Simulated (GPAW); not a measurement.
GPAW run on Ge (Fd-3m, 2 atoms in the cell): self-consistent single point.

Method: LDA (Perdew-Wang 92), GPAW PAW datasets LDA (gpaw-data 1.0.1) (plane waves; GPAW).

```
Ge
1.0
    0.00000     2.85445     2.85445
    2.85445     0.00000     2.85445
    2.85445     2.85445     0.00000
Ge
2
Direct
  0.50000   0.50000   0.50000
  0.75000   0.75000   0.75000
```

Reference input (self-consistent single point, DFT PBE, plane waves, GPAW PAW datasets PBE (gpaw-data 1.0.1)): mode = pw; ecut = 550 eV; xc = PBE; kpts = 13 13 13; mesh shift (steps) = 0 0 0; occupations.name = fermi-dirac; occupations.width = 0.05 eV; nbands = -8; symmetry.symmorphic = false; symmetry.tolerance = 0.0005; maxiter = 150. This run's input differs from it in these lines:

```diff
@@ -13,3 +13,3 @@
 calc = GPAW(mode={'name': 'pw', 'ecut': 550},
-            xc='PBE',
+            xc='LDA',
             kpts=(13, 13, 13),
```

Its files differ too (potentials: GPAW PAW datasets LDA (gpaw-data 1.0.1)).

Output (repeated stretches shortened):

```
     iter     time        total  log10-change:
                         energy   eigst   dens
iter:   1 --:--:--   -10.469954
iter:   2 --:--:--   -10.460544   -2.67  -0.89
iter:   3 --:--:--   -10.386327   -2.26  -0.91
iter:   4 --:--:--   -10.376312   -3.75  -1.55
iter:   5 --:--:--   -10.375670   -3.61  -1.82
iter:   6 --:--:--   -10.374352c  -4.41  -2.05
iter:   7 --:--:--   -10.374353c  -6.02  -3.04
iter:   8 --:--:--   -10.374354c  -6.22  -3.03
iter:   9 --:--:--   -10.374353c  -7.24  -3.66
iter:  10 --:--:--   -10.374353c  -8.15c -4.42c
Converged after 10 iterations.

Dipole moment: (3.623711, 3.623711, 3.623711) |e|*Ang

Energy contributions relative to reference atoms: (reference = -114035.635429)

Kinetic:        +22.809643
Potential:      -20.806269
External:        +0.000000
XC:             -12.378028
Entropy (-ST):   -0.000858
Local:           +0.000729
SIC:             +0.000000
--------------------------
Free energy:    -10.374782
Extrapolated:   -10.374353

Showing only first 2 kpts
 Kpt  Band  Eigenvalues  Occupancy
  0     2      5.38247    0.74271
  0     3      5.38247    0.74271
  0     4      5.38247    0.74271
  0     5      7.90948    0.00000

  1     2      4.98659    1.99877
  1     3      4.98659    1.99877
  1     4      6.61262    0.00000
  1     5      7.60699    0.00000

Fermi level: 5.35615

No gap
No difference between direct/indirect transitions
Energy (eV): -10.374353

Forces in eV/Ang:
  0 Ge   -0.00000   -0.00000    0.00000
  1 Ge    0.00000    0.00000   -0.00000

Stress tensor:
     0.016849    -0.000000    -0.000000
    -0.000000     0.016849     0.000000
    -0.000000     0.000000     0.016849
Stress (GPa, Voigt): [ 2.6995  2.6995  2.6995  0.     -0.     -0.    ]
```

The run converged in 10 iterations. GPAW prints stress with tension positive. Against the reference run the pressure goes from 1.95 to -2.70 GPa.

The starting cell comes from a database of computed structures (which also holds hypothetical and non-ambient phases and stackings), without a prior relaxation at this level. Its lattice was rescaled by a random factor within 2.5 % of one.
